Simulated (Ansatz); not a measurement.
The reference is MgTe in the zinc blende structure (space group F-43m, No. 216).

```
CELL_PARAMETERS angstrom
      0.00000     3.21965     3.21965
      3.21965     0.00000     3.21965
      3.21965     3.21965     0.00000
ATOMIC_POSITIONS crystal
  Mg 0.00000 0.00000 0.00000
  Te 0.25000 0.25000 0.25000
```

Cartesian axes are those of the cell as printed.

Calculations: PBEsol (Ansatz, a program for electronic structure, PAW, no spin-orbit coupling).

Strains are applied to the cell and any free atomic positions relax; under biaxial strain the out-of-plane vector relaxes too.

One change was made to it. Results:

The energy rises by 5.7 meV/atom; the pressure (mean of the normal stresses, compression positive) decreases by 0.58 GPa to -0.59 GPa; the band gap decreases by 0.203 eV to 2.14 eV; the shortest interatomic distance rises by 0.016 Å (2.788 Å → 2.804 Å).

Problem. Which of these changes matches the shifts?
(A) biaxial strain +3.00 %, plane normal [001], relaxed out of plane
(B) biaxial strain +1.00 %, plane normal [001], relaxed out of plane
(C) biaxial strain −2.50 %, plane normal [001], relaxed out of plane
(D) biaxial strain −1.00 %, plane normal [001], relaxed out of plane
(E) biaxial strain +2.00 %, plane normal [001], relaxed out of plane

Solution. A, biaxial strain +3.00 %, plane normal [001], relaxed out of plane. For comparison, the band gap in the other runs: biaxial strain −2.50 %, plane normal [001], relaxed out of plane gives 2.35 eV; biaxial strain +2.00 %, plane normal [001], relaxed out of plane gives 2.21 eV; biaxial strain −1.00 %, plane normal [001], relaxed out of plane gives 2.35 eV; biaxial strain +1.00 %, plane normal [001], relaxed out of plane gives 2.28 eV.

With Te present, leaving out spin-orbit coupling can change the band edges. Stability against distortions was not tested.
